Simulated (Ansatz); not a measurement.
Input and output of a self-consistent single point for a (100) slab of Ta (cut from a parent of space group no. 191; 6 atoms in the cell) (Ansatz, an electronic-structure program).

Level of theory: PBE (plane waves, PAW; Ansatz).

```
Ta
1.0
    2.84402     0.00000     0.00000
    0.00000     4.67599     0.00000
    0.00000     0.00000    18.74920
Ta
6
Cartesian
  0.00000   2.72766   8.69970
  1.42201   2.72766   6.00001
  1.42201   0.38966   7.34980
  0.00000   0.38966  12.74919
  1.42201   0.38966  10.04950
  1.42201   2.72766  11.39940
```

Reference input (self-consistent single point, DFT, PBE, plane waves, default PAW files): basis.ecutwfc = 420 eV; kpoints.mp_grid.grid = 12 8 1; hamiltonian.xc = pbe; hamiltonian.pseudopotentials = {kind: paw} (the program's default PAW files); scf.occupations.method = methfessel_paxton; scf.occupations.width = 0.272 eV. This run's input differs from it in these lines:

Ansatz 0.2 input:
```diff
@@ -14,3 +14,3 @@
 basis:
-  ecutwfc: 420.0 eV
+  ecutwfc: 250.0 eV
 kpoints:
```

Output (repeated stretches shortened):

```
SCF iter   1: F=—  HF=-59586.486326 eV  |F-HF|=—  |Δ(HF+E_count)|=         —  Δρ=8.01e-3  dr2=3.45e-1  ethr=1.77e-3  ⟨swp⟩=7.5  Hψ=7135  notcnv=0
all-band conjugate gradients solve this SCF's bands
preconditioner: auto → LDOS
SCF iter   2: F=—  HF=-59586.460097 eV  |F-HF|=—  |Δ(HF+E_count)|=   2.62e-2  S|Δr|=    0.00e0  Δρ=2.55e-3  dr2=3.33e-2  ethr=4.42e-4  ⟨swp⟩=2.2  Hψ=2343  notcnv=0
   [... lines left out ...]
SCF iter   7: F=—  HF=-59586.458425 eV  |F-HF|=—  |Δ(HF+E_count)|=   3.07e-7  S|Δr|=    0.00e0  Δρ=1.22e-5  dr2=1.18e-6  ethr=9.69e-9  ⟨swp⟩=2.2  Hψ=2551  notcnv=0
SCF iter   8: F=—  HF=-59586.458425 eV  |F-HF|=—  |Δ(HF+E_count)|=   5.94e-8  S|Δr|=    0.00e0  Δρ=4.05e-6  dr2=2.20e-7  ethr=1.51e-9  ⟨swp⟩=2.1  Hψ=2244  notcnv=0
SCF iter   9: F=-59586.458425 eV  HF=-59586.458425 eV  |F-HF|=1.27e-8  |Δ(HF+E_count)|=   5.21e-8  S|Δr|=    0.00e0  Δρ=1.39e-6  dr2=2.82e-8  ethr=1.28e-10  ⟨swp⟩=9.2  Hψ=6759  notcnv=0
SCF 1 converged in 9 iterations: F = -59586.458425 eV  dr2 = 2.82e-8
Stability not checked (fill_not_monotonic)
Free energy (F): -59586.458425 eV
Internal energy: -59586.437154 eV  (E = F + TS)
E sigma→0 (E₀):  -59586.453107 eV
Entropy (-TS):   -0.021271 eV (-3.545 meV/atom)
Fermi energy:    6.172385 eV
--- Forces (eV/Å), atoms counted from 1 ---
  atom   1  Ta     0.00000000     0.00000000    -0.97851903
  atom   2  Ta     0.00000000     0.00000000     0.50773120
  atom   3  Ta     0.00000000     0.00000000    -0.50438678
  atom   4  Ta     0.00000000     0.00000000    -0.46442593
  atom   5  Ta     0.00000000     0.00000000     0.01121055
  atom   6  Ta     0.00000000     0.00000000     1.42848260
--- Stress (GPa, compression-positive) ---
       -5.973953       0.000000       0.000000
        0.000000       1.485840       0.000000
        0.000000       0.000000       0.855980
  P = ⅓ Tr σ = -1.2107 GPa (-12.107 kbar)
  The stress holds the Pulay correction. Without it, at fixed plane waves, as pw.x and ABINIT print it: P = -4.9769 GPa
```

The run converged in 9 iterations. Against the reference run the free energy rises by 114 meV/atom and the largest force goes from 1.407 to 1.428 eV/Å.

The starting cell was generated: these elements placed on a structure prototype, without a prior relaxation; it need not be a known phase or ordering of this composition. The slab is cut from that crystal, and its faces are unrelaxed. Spin-orbit coupling is off. Spin polarisation is off. The two faces of this cut differ, and no dipole correction was used. Forces in this geometry exceed 1 eV/Å. The cutoff lies below the one recommended for these files.
